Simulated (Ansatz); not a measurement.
CdSiN₂ (model structure, started from the MgZrN2 type, I4₁/amd, No. 141, 8 atoms in the cell): bulk modulus B0 by level of theory

No measured value is used here.

```csv
level (code),value (GPa),cell (Å³/atom)
LDA (Ansatz),207,10.20
PBE (Ansatz),(withheld),10.86
PBEsol (Ansatz),192,10.47
r²SCAN (Ansatz),188,10.59
```

**Question.** Complete the blanks.

**Answer.** 
- PBE (Ansatz, a quantum-chemistry and plane-wave program), value (GPa): 168

LDA, PBE, PBEsol, r²SCAN: the bulk modulus is −V dP/dV from two relaxed cells at ±2 % in volume. Each level is taken at its own relaxed cell. Cutoffs differ between the levels. Ansatz's density-functional and Hartree–Fock values are scalar-relativistic unless marked +SOC, with PAW data made under PBE.

A model structure was made by putting elements into a prototype or built by hand; it is no filed structure, need not be a known phase, and can be a saddle point held by its symmetry.
